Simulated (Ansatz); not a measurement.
Take ZnS in the wurtzite structure (space group P6_3mc, No. 186; a = 3.845 Å, c = 6.306 Å) as the base.

Structures relaxed with Ansatz (a program for electronic structure), PBE, PAW, cutoff 420 eV, no spin-orbit coupling.

Base:

Simulated powder pattern, Cu Kα1, λ = 1.54056 Å (kinematic, ideal powder, no thermal factors, no anomalous dispersion; the 14 strongest lines at most, above 2 %, up to 2θ = 90°):

```json
[
 {"2θ (°)": "26.75", "I/Imax (%)": "91", "hkl": "(100)"},
 {"2θ (°)": "28.28", "I/Imax (%)": "58", "hkl": "(002)"},
 {"2θ (°)": "30.33", "I/Imax (%)": "100", "hkl": "(101)"},
 {"2θ (°)": "39.32", "I/Imax (%)": "35", "hkl": "(102)"},
 {"2θ (°)": "47.24", "I/Imax (%)": "71", "hkl": "(110)"},
 {"2θ (°)": "51.36", "I/Imax (%)": "72", "hkl": "(103)"},
 {"2θ (°)": "55.11", "I/Imax (%)": "11", "hkl": "(200)"},
 {"2θ (°)": "55.97", "I/Imax (%)": "48", "hkl": "(112)"},
 {"2θ (°)": "57.17", "I/Imax (%)": "16", "hkl": "(201)"},
 {"2θ (°)": "72.34", "I/Imax (%)": "24", "hkl": "(203)"},
 {"2θ (°)": "75.47", "I/Imax (%)": "8.1", "hkl": "(210)"},
 {"2θ (°)": "77.23", "I/Imax (%)": "12", "hkl": "(211)"},
 {"2θ (°)": "81.55", "I/Imax (%)": "17", "hkl": "(105)"},
 {"2θ (°)": "87.89", "I/Imax (%)": "11", "hkl": "(300)"}
]
```

The change: an isotropic linear strain of +2.93 %, atoms relaxed at fixed cell.

Q: How do the reflections move or split?

A: 
Simulated powder pattern, Cu Kα1, λ = 1.54056 Å (kinematic, ideal powder, no thermal factors, no anomalous dispersion; the 14 strongest lines at most, above 2 %, up to 2θ = 90°):

| 2θ (°) | I/Imax (%) | hkl |
|---|---|---|
| 25.97 | 91 | (100) |
| 27.46 | 59 | (002) |
| 29.45 | 100 | (101) |
| 38.16 | 36 | (102) |
| 45.82 | 73 | (110) |
| 49.80 | 73 | (103) |
| 53.42 | 11 | (200) |
| 54.25 | 49 | (112) |
| 55.40 | 17 | (201) |
| 69.97 | 25 | (203) |
| 74.65 | 13 | (211) |
| 78.77 | 18 | (105) |
| 84.78 | 11 | (300) |
| 87.74 | 27 | (213) |

The indices refer to the base's conventional cell; one index is shown for lines that coincide.

No phonon test of stability was made.
